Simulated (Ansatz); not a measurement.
Input:

```xyz
2
Lattice="0.0000 2.9094 2.9094 2.9094 0.0000 2.9094 2.9094 2.9094 0.0000" Properties=species:S:1:pos:R:3 pbc="T T T"
Cd     0.0000     0.0000     0.0000
S      1.4547     1.4547     1.4547
```

No spin polarisation.

Calculations: r2SCAN in Ansatz (plane waves to 500 eV, PAW, spin-orbit coupling left out). k-mesh 10×10×10 (Γ-centred); smearing 0.05 eV (Fermi–Dirac).

### Question
Predict the band gap and gap character.

### Answer
```json
{
  "band_gap": "1.61 eV",
  "gap_character": "direct at Γ"
}
```

The cells carry an imposed strain or load. No phonon test of stability was made. The cell was made from CdS in the zinc blende structure (space group F-43m, No. 216) by this change: isotropic strain −1.00 %.

Ansatz is an electronic-structure program.
